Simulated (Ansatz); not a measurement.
System: cubic perovskite CsPbF3. Method: G0W0@HSE06 (plane waves, hard PAW, contour deformation; Ansatz, a quantum-chemistry and plane-wave program).

The same calculation (at the measured cell, 21.772 Å³/atom) with different numerical settings; throughout: k mesh 2×2×2:

```tsv
run	response cutoff (eV)	empty bands	quasiparticle gap on the mesh (eV)	quasiparticle gap at Γ (eV)	rough time
1	100	454	4.655	10.968	20 core-min
2	150	834	4.825	11.068	40 core-min
3	200	1284	4.960	11.174	100 core-min
4	250	1795	5.051	11.263	3 core-h
5	300	2360	___	___	4 core-h
```

Question: Some entries are withheld; supply them.

Answer: 
- 5, quasiparticle gap on the mesh (eV): 5.117
- 5, quasiparticle gap at Γ (eV): 11.333

In the column quasiparticle gap on the mesh (eV) the first row differs from the last by -0.462 and the next to last by -0.066.

The last row is no converged limit: other settings stay fixed.

Spin–orbit coupling is not included.

Note: filled d or f shells below the valence bands can shift G0W0 gaps through exchange with them, which wasn't tested here. Note: GW on a hybrid start was not checked against another program.
